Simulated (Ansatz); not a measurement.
An Ansatz (a program for electronic structure) run: RhB; Ansatz PBEsol, without spin-orbit coupling.

Input:

Ansatz 0.2 input:
```yaml
crystal:
  lattice:
    - [3.3550955826, 0, 0]
    - [-1.6775477913, 2.9055980067, 0]
    - [0, 0, 4.0881395529]
  atoms:
    - { symbol: B, position: [0, 0, 0] }
    - { symbol: B, position: [0, 0, 0.5] }
    - { symbol: Rh, position: [0.6666666667, 0.3333333333, 0.75] }
    - { symbol: Rh, position: [0.3333333333, 0.6666666667, 0.25] }
basis: { ecutwfc: 420, ecutrho_ratio: 4, xc_grid: 2, fft_grid_basis: typed }
kpoints: { mp_grid: { grid: [16, 16, 11] } }
hamiltonian:
  xc: pbesol
  dispersion: none
  pseudopotentials: { kind: paw }
scf: { occupations: { method: fermi_dirac, width: 0.05 }, convergence: { dr2_threshold: 0.0000000004 } }
output: { forces: true, stress: true }
```

Output (explanatory and most iteration lines left out):

```
Pseudopotential: B, paw, valence charge 3
Pseudopotential: Rh, paw, valence charge 17
Crystal: 4 atoms, lattice volume = 39.853 Å³
Basis set: ecut = 420 eV, 793 PW (Γ), exchange–correlation on 48×48×60 points (8 copies of the dense FFT grid, shifted against one another)
Bands: 24, of which v1, the nominal top of the filled ones, is band 20 counted from 1 (19 counted from 0)
Symmetry: 24 space group operations
Space group: P63/mmc (ITA 194), of the structure as read, at distance tolerance 3.4e-5 Å
k-points: 180 of 2816
Functional: x = pbesol(κ = 0.804, μ = 0.12345679012345678), c = pbesol(β = 0.046)
SCF iter   1: F=—  HF=-12984.567488 eV  |F-HF|=—  |Δ(HF+E_count)|=         —  Δρ=7.14e-3  dr2=1.58e-2  ethr=1.77e-3  ⟨swp⟩=6.1  Hψ=17857  notcnv=0
SCF iter   2: F=—  HF=-12984.564473 eV  |F-HF|=—  |Δ(HF+E_count)|=   3.01e-3  Δρ=4.09e-3  dr2=6.08e-3  ethr=3.96e-5  ⟨swp⟩=1.6  Hψ=6414  notcnv=0
SCF 1 converged in 7 iterations: F = -12984.562261 eV  dr2 = 2.00e-10
SCF converged after 7 iterations
Free energy (F): -12984.562261 eV
Internal energy: -12984.558586 eV  (E = F + TS)
E sigma→0 (E₀):  -12984.560423 eV
Entropy (-TS):   -0.003674 eV (-0.919 meV/atom)
Fermi energy:    19.686982 eV
--- Forces (eV/Å), atoms counted from 1 ---
  atom   1  B     -0.00000000     0.00000000    -0.00000000
  atom   2  B      0.00000000     0.00000000    -0.00000000
  atom   3  Rh    -0.00000000    -0.00000000    -0.00000000
  atom   4  Rh    -0.00000000     0.00000000     0.00000000
--- Stress (GPa, compression-positive) ---
        0.004692       0.000000       0.000000
       -0.000000       0.004692       0.000000
        0.000000       0.000000      -0.009116
  P = ⅓ Tr σ = 0.0001 GPa (0.001 kbar)
```

Stability against distortions was not tested. The final runs are not spin-polarised. The cell is RhB in the NiAs type structure (space group P6_3/mmc, No. 194; a cell from a computed database, its experimental status unchecked).
